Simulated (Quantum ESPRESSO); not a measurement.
A self-consistent single point of SbPbBrO2 (I4mm, 5 atoms in the cell) with Quantum ESPRESSO.

Method of the run: LDA (PZ), GBRV 1.5 ultrasoft (LDA) pseudopotentials (plane waves; Quantum ESPRESSO).

The change in words: lattice scaled by 0.98. Reference geometry:
```yaml
crystal:
  lattice:
    - [1.96596, -1.96596, 6.50143]
    - [1.96596, 1.96596, 6.50143]
    - [-1.96596, -1.96596, 6.50143]
  atoms:
    - { symbol: Sb, position: [0.00000, 0.32895, 0.32895] }
    - { symbol: Pb, position: [0.00000, 0.63881, 0.63881] }
    - { symbol: Br, position: [0.00000, 0.99801, 0.99801] }
    - { symbol: O, position: [0.50000, 0.25502, 0.75502] }
    - { symbol: O, position: [0.50000, 0.75502, 0.25502] }
```

Reference input (self-consistent single point, DFT, LDA (PZ), plane waves, GBRV 1.5 ultrasoft (LDA) pseudopotentials): ecutwfc = 40 Ry; ecutrho = 200 Ry; occupations = fixed; K_POINTS = automatic 7 7 7 0 0 0; nbnd = 30; conv_thr = 1e-11 Ry. This run's input differs from it in these lines:

```diff
@@ -9,4 +9,4 @@
  ibrav = 7
- celldm(1) = 7.4302708412
- celldm(3) = 3.306991731796
+ celldm(1) = 7.2816665582
+ celldm(3) = 3.306991009246
  nat = 5
```

Log, with long lists cut:

```
     Self-consistent Calculation

     iteration #  1     ecut=    40.00 Ry     beta= 0.70

     negative rho (up, down):  1.360E-02 0.000E+00

     total energy              =    -459.27638607 Ry
     estimated scf accuracy    <       1.16405317 Ry

     iteration #  2     ecut=    40.00 Ry     beta= 0.70

     negative rho (up, down):  1.493E-02 0.000E+00

     total energy              =    -458.88983433 Ry
     estimated scf accuracy    <       4.66240675 Ry

     iteration #  3     ecut=    40.00 Ry     beta= 0.70

     negative rho (up, down):  1.510E-02 0.000E+00

     total energy              =    -459.83625133 Ry
     estimated scf accuracy    <       0.32641377 Ry

   [... 8 blocks of this kind left out ...]

     iteration # 12     ecut=    40.00 Ry     beta= 0.70

     negative rho (up, down):  1.506E-02 0.000E+00

     total energy              =    -459.87460327 Ry
     estimated scf accuracy    <          6.7E-11 Ry

     iteration # 13     ecut=    40.00 Ry     beta= 0.70

     negative rho (up, down):  1.507E-02 0.000E+00
     End of self-consistent calculation

     highest occupied, lowest unoccupied level (ev):     8.3902    9.7506

!    total energy              =    -459.87460327 Ry
     estimated scf accuracy    <          9.8E-12 Ry

     convergence has been achieved in  13 iterations

     negative rho (up, down):  1.507E-02 0.000E+00

     Forces acting on atoms (cartesian axes, Ry/au):

     atom    1 type  1   force =     0.00000000    0.00000000    0.01070965
     atom    2 type  2   force =    -0.00000000    0.00000000    0.00175049
     atom    3 type  3   force =     0.00000000    0.00000000    0.00234933
     atom    4 type  4   force =     0.00000000    0.00000000   -0.00740474
     atom    5 type  4   force =     0.00000000   -0.00000000   -0.00740474

     Total force =     0.015262     Total SCF correction =     0.000002

     negative rho (up, down):  1.507E-02 0.000E+00
          total   stress  (Ry/bohr**3)                   (kbar)     P=      -10.61
  -0.00006812  -0.00000000   0.00000000          -10.02       -0.00        0.00
   0.00000000  -0.00006812   0.00000000            0.00      -10.02        0.00
   0.00000000   0.00000000  -0.00008015            0.00        0.00      -11.79

   JOB DONE.
```

The run converged in 13 iterations. Against the reference run the free energy falls by 26.5 meV/atom, the pressure goes from -5.96 to -1.06 GPa, the largest force goes from 0.593 to 0.275 eV/Å and the gap on the mesh goes from 1.392 to 1.360 eV.

The starting cell comes from a database of computed structures (which also holds hypothetical and non-ambient phases and stackings), without a prior relaxation at this level. For this run, on top of that: lattice scaled by 0.98. Spin-orbit coupling is off.

Cost on one core of a shared machine: roughly 90 s.
